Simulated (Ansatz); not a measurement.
We consider ZnS (model structure, started from the NiAs type, P6₃/mmc, No. 194, 4 atoms in the cell), described by r²SCAN+rVV10 (Ansatz, a first-principles code, plane waves, PAW).

Run with plane-wave cutoff 560 eV, 12×12×8 k mesh (along the axes of the cell as run), Fermi–Dirac smearing 0.01 eV, scalar-relativistic PAW data made under PBE.

Cell (relaxed at this level):

```cif
data_S2Zn2
_chemical_formula_sum 'Zn2 S2'
_space_group_name_H-M_alt 'P63/mmc'
_space_group_IT_number 194
_space_group_name_Hall '-P 6c 2c'
_cell_length_a 3.57516
_cell_length_b 3.57516
_cell_length_c 5.86096
_cell_angle_alpha 90.000
_cell_angle_beta 90.000
_cell_angle_gamma 120.000
loop_
_atom_site_label
_atom_site_type_symbol
_atom_site_symmetry_multiplicity
_atom_site_Wyckoff_symbol
_atom_site_fract_x
_atom_site_fract_y
_atom_site_fract_z
_atom_site_occupancy
Zn1 Zn 2 a 0.00000 0.00000 0.00000 1
S1 S 2 c 0.33333 0.66667 0.25000 1
```

What does this level give for the band gap?


- band gap: 0.79 eV (on the SCF k mesh)

Note: the relaxation could raise the start's symmetry but not lower it, so the cell can be a saddle point.

Static lattice: no zero-point or thermal effects.

It cost around 3 core-minutes (rough) of CPU time.

A model structure was made by putting elements into a prototype or built by hand; it is no filed structure, need not be a known phase, and can be a saddle point held by its symmetry.
